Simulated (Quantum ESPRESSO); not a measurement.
What a tighter setting buys: K_POINTS, Zn₂Te₃O₈ (C2/c, 26 atoms in the cell)

Cell: a = 6.8301 Å, b = 6.8301 Å, c = 11.7974 Å, α = 98.87°, β = 98.87°, γ = 44.68°.

Method: LDA (PZ), GBRV 1.5 ultrasoft (LDA) pseudopotentials (plane waves; Quantum ESPRESSO).

Base settings: ecutwfc = 50 Ry; ecutrho = 250 Ry; occupations = smearing; smearing = gaussian; degauss = 0.000734986 Ry; potentials = {Zn: zn_lda_v1.uspp.F.UPF, Te: te_lda_v1.uspp.F.UPF, O: o_lda_v1.2.uspp.F.UPF}; K_POINTS = automatic 3 3 2 1 1 1; conv_thr = 1e-11 Ry; mixing_beta = 0.4.

Misses are taken against the tightest run, automatic 4 4 2 1 1 1, which need not be fully converged itself. The energy is the free energy per atom.

The count of work is k-points × plane waves × bands × iterations; it is no time, and leaves out set-up, grids and terms that scale otherwise. Core times come from one kind of shared machine and are given to one figure; runs under 30 s give none.

The starting cell comes from a database of computed structures (which also holds hypothetical and non-ambient phases and stackings), without a prior relaxation at this level. In the base run, with a pressure of about 4 GPa the cell is away from its equilibrium volume at this level. In the base run, forces exceed 1 eV/Å.

```tsv
K_POINTS	energy less reference (meV/atom)	pressure less reference (GPa)	largest difference in the force on any atom (eV/Å)	count of work / reference	core time / reference (rough)
automatic 1 1 1 1 1 1	4.99	-0.31	0.774	0.099	0.2
automatic 2 2 1 1 1 1	-1.74	-0.02	0.025	0.20	0.3
automatic 3 3 1 1 1 1	-0.62	-0.01	0.010	0.40	0.4
automatic 3 3 2 1 1 1	-0.02	0.00	0.001	0.60	0.6
automatic 4 4 2 1 1 1	0.00	0.00	0.000	1.0	1
```

Coarsest setting among those run that, with all tighter ones, holds the energy within 1 meV/atom of the reference: automatic 3 3 1 1 1 1, off by 0.62 meV/atom; it needs 0.40 of the reference's count of work and about 0.4 of the reference's time.

Coarsest setting among those run that, with all tighter ones, holds the energy within 0.5 meV/atom of the reference: automatic 3 3 2 1 1 1, off by 0.02 meV/atom; its saving against the reference is no more than about a factor of 2 in the count of work.
